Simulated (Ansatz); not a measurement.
For C (P6₃/mmc, No. 194, 4 atoms in the cell; start COD 9011577), LDA (Ansatz, a program for electronic structure, plane waves, PAW) gives:

- equilibrium lattice constant a: 2.445 Å
- lattice parameter c: 6.653 Å
- bulk modulus B0: 28.2 GPa
- cohesive energy: 8.95 eV/atom

Task: What does r²SCAN in Ansatz (plane waves, PAW) give for the same quantities?

Result: 
- lattice constant a: 2.456 Å (increases by 0.4 %)
- lattice parameter c: 7.059 Å (increases by 6.1 %)
- bulk modulus: 20.6 GPa (falls by 27 %)
- cohesive energy: 7.61 eV/atom (shrinks by 1.34 eV/atom)

Changes are worked out from the printed values.

Unless a cell is named, each level is at its own relaxed cell (LDA 8.61, r²SCAN 9.22 Å³/atom).

Caveats: the bulk modulus is −V dP/dV from two relaxed cells at ±2 % in volume (LDA, r²SCAN); the relaxation could not lower the start's symmetry, so the cell can be a saddle point above a distorted one (LDA, r²SCAN). Ansatz's density-functional and Hartree–Fock values are scalar-relativistic unless marked +SOC, with PAW data made under PBE.
